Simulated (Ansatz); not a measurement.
Consider interstitial Mg in rutile TiO2, charge state +2. Calculation: PBE, PAW (plane waves to 420 eV; Ansatz, a first-principles code).

Cell of 72 host sites held at the relaxed PBE lattice; one k-point at (0.250, 0.250, 0.250); Fermi-Dirac width 0.01 eV, spin-restricted; finite-size errors left in. Energies are static. The charge state is imposed; whether it is stable for some Fermi level was not computed. Sites that were not tried may lie lower.

Barriers: single points on a 2×2×2 k-point mesh shifted by half a step at the bands' geometries.

Relaxed starting cell (atoms counted from 1):

```yaml
crystal:
  lattice:
    - [9.28699, 0.00000, 0.00000]
    - [0.00000, 9.28699, 0.00000]
    - [0.00000, 0.00000, 8.89145]
  atoms:
    - { symbol: Ti, position: [0.00522, 0.02231, 0.00163] }
    - { symbol: Ti, position: [0.00587, 0.02133, 0.33437] }
    - { symbol: Ti, position: [0.00158, 0.99836, 0.66833] }
    - { symbol: Ti, position: [0.99711, 0.47673, 0.99972] }
    - { symbol: Ti, position: [0.99212, 0.47860, 0.33259] }
    - { symbol: Ti, position: [0.99781, 0.50206, 0.66590] }
    - { symbol: Ti, position: [0.49966, 0.00624, 0.99050] }
    - { symbol: Ti, position: [0.49652, 0.00908, 0.34121] }
    - { symbol: Ti, position: [0.49459, 0.97771, 0.66563] }
    - { symbol: Ti, position: [0.50143, 0.49172, 0.99165] }
    - { symbol: Ti, position: [0.50265, 0.49227, 0.34241] }
    - { symbol: Ti, position: [0.50501, 0.52206, 0.66683] }
    - { symbol: Ti, position: [0.26082, 0.24982, 0.16666] }
    - { symbol: Ti, position: [0.25275, 0.25564, 0.50587] }
    - { symbol: Ti, position: [0.25493, 0.25175, 0.82645] }
    - { symbol: Ti, position: [0.28972, 0.75217, 0.16714] }
    - { symbol: Ti, position: [0.23509, 0.74801, 0.49424] }
    - { symbol: Ti, position: [0.23592, 0.74819, 0.83938] }
    - { symbol: Ti, position: [0.73927, 0.24986, 0.16636] }
    - { symbol: Ti, position: [0.74542, 0.24517, 0.50662] }
    - { symbol: Ti, position: [0.74620, 0.24745, 0.82717] }
    - { symbol: Ti, position: [0.71051, 0.74742, 0.16618] }
    - { symbol: Ti, position: [0.76310, 0.75361, 0.49398] }
    - { symbol: Ti, position: [0.76484, 0.75043, 0.83897] }
    - { symbol: O, position: [0.15002, 0.16050, 0.99831] }
    - { symbol: O, position: [0.15050, 0.15999, 0.33589] }
    - { symbol: O, position: [0.15289, 0.15423, 0.66691] }
    - { symbol: O, position: [0.14679, 0.66354, 0.01157] }
    - { symbol: O, position: [0.14683, 0.66464, 0.32193] }
    - { symbol: O, position: [0.14821, 0.65429, 0.66685] }
    - { symbol: O, position: [0.64934, 0.15302, 0.00124] }
    - { symbol: O, position: [0.64885, 0.15313, 0.33235] }
    - { symbol: O, position: [0.65183, 0.15295, 0.66726] }
    - { symbol: O, position: [0.64816, 0.65215, 0.99282] }
    - { symbol: O, position: [0.64834, 0.65262, 0.34091] }
    - { symbol: O, position: [0.65355, 0.65571, 0.66709] }
    - { symbol: O, position: [0.10132, 0.40086, 0.16737] }
    - { symbol: O, position: [0.10097, 0.40448, 0.50190] }
    - { symbol: O, position: [0.10113, 0.40419, 0.83179] }
    - { symbol: O, position: [0.10754, 0.92285, 0.16658] }
    - { symbol: O, position: [0.09755, 0.90494, 0.49889] }
    - { symbol: O, position: [0.09772, 0.90491, 0.83500] }
    - { symbol: O, position: [0.60203, 0.40306, 0.16701] }
    - { symbol: O, position: [0.59878, 0.40296, 0.50164] }
    - { symbol: O, position: [0.59881, 0.40298, 0.83224] }
    - { symbol: O, position: [0.58942, 0.90099, 0.16698] }
    - { symbol: O, position: [0.60120, 0.90482, 0.49851] }
    - { symbol: O, position: [0.60093, 0.90492, 0.83507] }
    - { symbol: O, position: [0.39821, 0.09634, 0.16699] }
    - { symbol: O, position: [0.40155, 0.09630, 0.50202] }
    - { symbol: O, position: [0.40135, 0.09643, 0.83254] }
    - { symbol: O, position: [0.41069, 0.59837, 0.16692] }
    - { symbol: O, position: [0.39937, 0.59455, 0.49855] }
    - { symbol: O, position: [0.39920, 0.59439, 0.83532] }
    - { symbol: O, position: [0.89889, 0.09850, 0.16740] }
    - { symbol: O, position: [0.89901, 0.09504, 0.50193] }
    - { symbol: O, position: [0.89938, 0.09510, 0.83173] }
    - { symbol: O, position: [0.89268, 0.57658, 0.16743] }
    - { symbol: O, position: [0.90241, 0.59466, 0.49890] }
    - { symbol: O, position: [0.90271, 0.59431, 0.83507] }
    - { symbol: O, position: [0.35118, 0.34623, 0.00155] }
    - { symbol: O, position: [0.35110, 0.34639, 0.33262] }
    - { symbol: O, position: [0.34850, 0.34642, 0.66704] }
    - { symbol: O, position: [0.35209, 0.84682, 0.99283] }
    - { symbol: O, position: [0.35185, 0.84718, 0.34097] }
    - { symbol: O, position: [0.34668, 0.84369, 0.66711] }
    - { symbol: O, position: [0.85020, 0.33929, 0.99826] }
    - { symbol: O, position: [0.84964, 0.33898, 0.33587] }
    - { symbol: O, position: [0.84718, 0.34534, 0.66675] }
    - { symbol: O, position: [0.85289, 0.83537, 0.01191] }
    - { symbol: O, position: [0.85374, 0.83546, 0.32235] }
    - { symbol: O, position: [0.85199, 0.84518, 0.66710] }
    - { symbol: Mg, position: [0.00010, 0.74974, 0.16638] }
```
Cell charge +2.

End state 1 differs by these moves (Å; atoms that move under 0.08 Å are left out):

```csv
atom,element,Δx,Δy,Δz
1,Ti,-0.07,0.16,0.00
2,Ti,-0.04,-0.33,-0.05
3,Ti,0.01,-0.12,0.05
4,Ti,0.06,-0.15,0.02
5,Ti,0.07,0.34,-0.03
6,Ti,-0.01,0.11,0.07
7,Ti,0.01,0.04,0.10
9,Ti,0.00,0.24,-0.03
10,Ti,-0.01,-0.02,0.09
12,Ti,0.00,-0.25,-0.05
13,Ti,-0.03,0.01,0.09
14,Ti,-0.23,0.00,-0.04
16,Ti,-0.16,-0.05,0.01
17,Ti,0.12,0.00,0.07
18,Ti,0.33,-0.05,-0.03
19,Ti,0.04,0.00,0.10
20,Ti,0.25,0.00,-0.04
22,Ti,0.16,0.08,0.01
23,Ti,-0.11,-0.02,0.05
24,Ti,-0.34,0.05,-0.05
26,O,0.05,-0.10,-0.03
28,O,0.25,-0.19,-0.09
29,O,0.08,-0.10,0.10
34,O,0.03,-0.03,0.07
37,O,-0.04,-0.03,0.07
40,O,-0.20,-0.24,-0.09
42,O,-0.12,-0.07,0.10
48,O,-0.10,-0.04,-0.02
54,O,0.10,0.05,-0.03
55,O,0.04,0.03,0.07
57,O,0.04,0.07,-0.04
58,O,0.21,0.25,-0.10
60,O,0.11,0.09,0.10
64,O,-0.03,0.04,0.07
68,O,-0.04,0.11,-0.02
70,O,-0.24,0.21,-0.09
71,O,-0.07,0.11,0.10
73,Mg,0.00,0.00,-1.46
```

### Question
Estimate the forward and backward barriers to end state 1 that PBE, PAW returns for this input.

### Answer
forward 0.28 eV, backward 0.28 eV; at the saddle point atom 73 has neighbours 4 O at 1.91 Å. The saddle point's order was not checked, and it lies on a symmetry element of the cell, where a band can be held.
